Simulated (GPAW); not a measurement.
Troubleshooting GPAW: a failed run on LiCaH₃ (R-3c, 10 atoms in the cell). The aim is a self-consistent single point with DFT PBEsol, plane waves, GPAW PAW datasets PBEsol (made by gpaw-setup).

The input file:

```python
from ase import Atoms
from ase.units import GPa
from gpaw import GPAW, PW

atoms = Atoms(['Li', 'Li', 'Ca', 'Ca', 'H', 'H', 'H', 'H', 'H', 'H'],
              cell=[[2.605565, 1.504324, 4.142437],
                    [-2.605565, 1.504324, 4.142437],
                    [0.000000, -3.008647, 4.142437]],
              scaled_positions=[[0.000000, 0.000000, 0.000000],
                                [0.500000, 0.500000, 0.500000],
                                [0.250000, 0.250000, 0.250000],
                                [0.750000, 0.750000, 0.750000],
                                [0.698430, 0.801570, 0.250000],
                                [0.301570, 0.198430, 0.750000],
                                [0.250000, 0.698430, 0.801570],
                                [0.750000, 0.301570, 0.198430],
                                [0.801570, 0.250000, 0.698430]],
              pbc=True)

calc = GPAW(mode=PW(850),
            xc='PBEsol',
            kpts=(5, 5, 5),
            occupations={'name': 'fixed-uniform'},
            nbands=-8,
            convergence={'forces': 0.001, 'bands': -6},
            symmetry={'symmorphic': False, 'tolerance': 0.0005},
            maxiter=120)

atoms.calc = calc

energy = atoms.get_potential_energy()
print('Energy (eV):', round(energy, 6))
forces = atoms.get_forces()
print('Forces (eV/Ang):')
print(forces.round(5))
stress = atoms.get_stress()
print('Stress (GPa, Voigt):', (stress / GPa).round(4))
```

The program printed (abridged):

```
Traceback (most recent call last):
   [... frames left out ...]
ValueError: Array "positions" has wrong length: 9 != 10.
```

Read the log: what does the program object to, and what is the fix?

The fault is an atom count that does not match the list of atoms (one position left out); here the program stops on it instead of giving results. To fix it, make the count match the list. The program stopped before any SCF iteration.

An input that runs soundly differs in these lines (not the only fix; some lines may just follow from the change or write a value another way):
```diff
-                                [0.801570, 0.250000, 0.698430]],
+                                [0.801570, 0.250000, 0.698430],
+                                [0.198430, 0.750000, 0.301570]],
```

With that input, the run converged in 27 iterations: free energy E − TS (from the program's reference atoms) -33.9402 eV; top of the valence band (on the code's own zero) 2.62 eV; gap on the k-point mesh 2.36 eV; pressure -1.29 GPa; largest force (vector length) 0.009 eV/Å (DFT PBEsol, plane waves, GPAW PAW datasets PBEsol (made by gpaw-setup)).

On the sound input: the starting cell comes from a database of computed structures (which also holds hypothetical and non-ambient phases and stackings), without a prior relaxation at this level.
